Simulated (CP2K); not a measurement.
CP2K run on Sr2SeS (P1, 4 atoms in the cell): self-consistent single point.

Computed with PBEsol, GPW, DZVP-MOLOPT-SR-GTH basis, GTH-PBE potentials (GTH_POTENTIALS) (CP2K).

The change in words: atoms moved at random. Reference geometry:
```
Sr2SeS
1.0
    7.64990     0.00000     0.00000
    6.37758     4.22464     0.00000
    6.37758     1.92073     3.76276
Sr Se S
2 1 1
Direct
  0.24718   0.24718   0.24718
  0.75282   0.75282   0.75282
  0.00000   0.00000   0.00000
  0.50000   0.50000   0.50000
```

Reference input (self-consistent single point, DFT PBEsol, GPW, DZVP-MOLOPT-SR-GTH basis, GTH-PBE potentials (GTH_POTENTIALS)): CUTOFF = 500 Ry; REL_CUTOFF = 40 Ry; SMEAR/METHOD = FERMI_DIRAC; ELECTRONIC_TEMPERATURE = 580.23 K; KPOINTS/SCHEME = MONKHORST-PACK 5 5 5; XC_FUNCTIONAL = PBE:PBESOL; Sr/BASIS_SET = DZVP-MOLOPT-SR-GTH; Sr/POTENTIAL = GTH-PBE-q10; Se/BASIS_SET = DZVP-MOLOPT-SR-GTH; Se/POTENTIAL = GTH-PBE-q6; S/BASIS_SET = DZVP-MOLOPT-SR-GTH; S/POTENTIAL = GTH-PBE-q6. This run's input differs from it in these lines:

```diff
@@ -72,6 +72,6 @@
     &COORD
-      Sr       5.04372149     1.51901008     0.93007902
-      Sr      15.36133351     4.62634992     2.83268098
-      Se       0.00000000     0.00000000     0.00000000
-      S       10.20252750     3.07268000     1.88138000
+      Sr       5.06352857     1.55349776     0.92394196
+      Sr      15.33488264     4.60611773     2.79937679
+      Se       0.00660861    -0.01046002     0.00149005
+      S       10.20255630     3.06888031     1.91933120
     &END COORD
```

Output (repeated stretches shortened):

```
 SCF WAVEFUNCTION OPTIMIZATION

  Step     Update method      Time    Convergence         Total energy    Change
     1 NoMix/Diag. 0.40E+00      -     1.87247946       -81.3474419715 -8.13E+01
     2 Broy./Diag. 0.40E+00      -     0.03706622       -80.7076863747  6.40E-01
     3 Broy./Diag. 0.40E+00      -     0.09639738       -80.9211310196 -2.13E-01
     4 Broy./Diag. 0.40E+00      -     0.00791461       -81.2212011781 -3.00E-01
     5 Broy./Diag. 0.40E+00      -     0.00620930       -81.2211306111  7.06E-05
     6 Broy./Diag. 0.40E+00      -     0.00102073       -81.2188563744  2.27E-03
   [... 9 lines left out ...]
    16 Broy./Diag. 0.40E+00      -     0.00000058       -81.2139336720  1.36E-06
    17 Broy./Diag. 0.40E+00      -     0.00000069       -81.2139384959 -4.82E-06
    18 Broy./Diag. 0.40E+00      -     0.00000020       -81.2139407785 -2.28E-06
    19 Broy./Diag. 0.40E+00      -     0.00000007       -81.2139415635 -7.85E-07
  *** SCF run converged in    19 steps ***

  Overlap energy of the core charge distribution:               0.00000000000000
  Self energy of the core charge distribution:               -161.63162369004701
  Core Hamiltonian energy:                                     35.56991890405295
  Hartree energy:                                              57.79839283209882
  Exchange-correlation energy:                                -12.95062960956572
  Electronic entropic energy:                                  -0.00000000000003
  Fermi energy:                                                 0.19016342725373

  Total energy:                                               -81.21394156346099
  Total energy (extrapolated to T->0):                        -81.21394156346098

                     Mulliken Population Analysis

   [... lines left out ...]

 STRESS| Analytical stress tensor [bar]
 STRESS|                        x                   y                   z
 STRESS|      x       -2.64601565834E+04   4.38358692822E+02   3.84929599156E+02
 STRESS|      y        4.38358692822E+02  -2.60209290070E+04  -2.81109600341E+02
 STRESS|      z        3.84929599156E+02  -2.81109600341E+02  -2.55022276301E+04
 STRESS| 1/3 Trace                                            -2.59944377402E+04
```

The run converged in 19 iterations. Against the reference run the free energy goes up by 3.5 meV/atom, the pressure hardly changes (-2.67 to -2.60 GPa), the largest force goes from 0.015 to 0.306 eV/Å and the gap on the mesh goes from 2.737 to 2.794 eV.

The starting cell comes from a database of computed structures (which also holds hypothetical and non-ambient phases and stackings), without a prior relaxation at this level. Its lattice was rescaled by a random factor within 2.5 % of one. For this run, on top of that: atoms moved at random. Values carry the incompleteness of an atom-centred basis. The potentials were made for another functional than the one used.

Cost on one core of a shared machine: roughly 3 min.
